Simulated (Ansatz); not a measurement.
The reference is HfRh₃ in the Cu3Au type structure (space group Pm-3m, No. 221; a = 3.896 Å; relaxed with 0.1 eV smearing). Axes: x, y, z lie along the cube axes.

All numbers come from Ansatz (a quantum-chemistry and plane-wave program) PBEsol, scalar-relativistic without spin-orbit coupling.

Modification: the cell is stretched by 2.10 % along x with no lateral relaxation, atoms relaxed at fixed cell.

**Question.** Predict the stress tensor and what it implies for the stiffness.

**Answer.** Stress of the strained cell less that of the base (GPa, compression positive):
```
   -7.0     0.0     0.0
    0.0    -3.7     0.0
    0.0     0.0    -3.7
```

Then −Δσ_ii/ε with ε = 0.0210 gives secant stiffness values (nonlinear terms included at this strain): C11 ≈ 333 GPa, C12 ≈ 177 GPa and C13 ≈ 177 GPa.

As a check, the harmonic strain energy −½ V₀ Δσ:ε is 6.8 meV/atom; the computed energy rise is 6.9 meV/atom.

Stability against distortions was not tested. The final runs are not spin-polarised.
